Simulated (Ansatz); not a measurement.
Gap of an armchair WS2 nanoribbon, N = 11, bare edges at several levels, all on one geometry.

Levels: PBE (plane waves to 420 eV, PAW; Ansatz, an electronic-structure program); PBE with spin-orbit coupling (Ansatz); r2SCAN (plane waves to 500 eV, PAW; Ansatz). Unmarked values and the geometry are of the first. Mesh 1×1×6. No spin polarisation, so a magnetic state wasn't tested. One-dimensional cell, images about 11 Å apart. An idealised model, cut from the flat sheet. Symmetry and one short period hold its shape; lower forms weren't sought. Values not marked SOC lack spin–orbit coupling.

```tsv
level	gap (eV)
PBE	0.50
PBE+SOC	0.45
r2SCAN	[?]
```

What belongs in the gaps?


- r2SCAN, gap (eV): 0.68
